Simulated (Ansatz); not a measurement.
# ZrC under a change: uniaxial strain ε_zz = +2.30 %

The parent structure is ZrC in the rock salt structure (space group Fm-3m, No. 225; a = 4.6691 Å; relaxed with 0.1 eV smearing). Axes: x, y, z lie along the cube axes.

Modification: the cell is stretched by 2.30 % along z with no lateral relaxation; the atoms relax in the strained cell.

Calculations: PBEsol (Ansatz, a program for electronic structure), no spin-orbit coupling. k-mesh 21×21×21 (Γ-centred); smearing 0.1 eV (Fermi–Dirac).

| quantity | base | changed | shift |
|---|---|---|---|
| volume per atom | 12.72 Å³ | 13.02 Å³ | +0.293 Å³ |
| space group | Fm-3m (No. 225) | I4/mmm (No. 139) | – |
| shortest interatomic distance | 2.335 Å | 2.335 Å | 0.000 Å |
| energy relative to the base (free energy F) | 0 meV/atom | +9.6 meV/atom | +9.6 meV/atom |
| pressure (mean of the normal stresses, compression positive) | 0.0 GPa | -4.9 GPa | -4.9 GPa |
| band gap | zero | zero | – |
| stress (xx, yy, zz, yz, xz, xy; compression positive) | – | (-2.3, -2.3, -10.1, 0.0, 0.0, 0.0) GPa | – |

Final structure:

```
CELL_PARAMETERS angstrom
      0.00000     2.33454     2.38823
      2.33454     0.00000     2.38823
      2.33454     2.33454     0.00000
ATOMIC_POSITIONS crystal
  C  0.00000 0.00000 0.00000
  Zr 0.50000 0.50000 0.50000
```

Cost of the whole job for the changed cell (relaxation, final SCF and bands): around 30 core-seconds (rough).

No phonon test of stability was made. All final runs are without spin polarisation.
